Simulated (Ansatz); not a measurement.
System: GaP (model structure, started from the NiAs type, P6₃/mmc, No. 194, 4 atoms in the cell). Method: PBEsol (PAW; Ansatz, a first-principles code).

Numerical settings: plane-wave cutoff 520 eV, 18×18×12 k mesh (along the axes of the cell as run), Fermi–Dirac smearing 0.05 eV, scalar-relativistic PAW data made under PBE.

Cell (relaxed at this level):

```
CELL_PARAMETERS angstrom
      3.55665     0.00000     0.00000
     -1.77832     3.08015     0.00000
      0.00000     0.00000     6.07306
ATOMIC_POSITIONS crystal
  Ga 0.00000 0.00000 0.00000
  Ga 0.00000 0.00000 0.50000
  P  0.33333 0.66667 0.25000
  P  0.66667 0.33333 0.75000
```

Predict the bulk modulus B0.


* **bulk modulus B0**: 96.7 GPa

The run finds no gap.

Note: the bulk modulus is −V dP/dV from two relaxed cells at ±2 % in volume; the relaxation could raise the start's symmetry but not lower it, so the cell can be a saddle point.

Computed values are for the static lattice.

It cost about 2.9 core-minutes (a rough figure) of CPU time.

A model structure was made by putting elements into a prototype or built by hand; it is no filed structure, need not be a known phase, and can be a saddle point held by its symmetry.
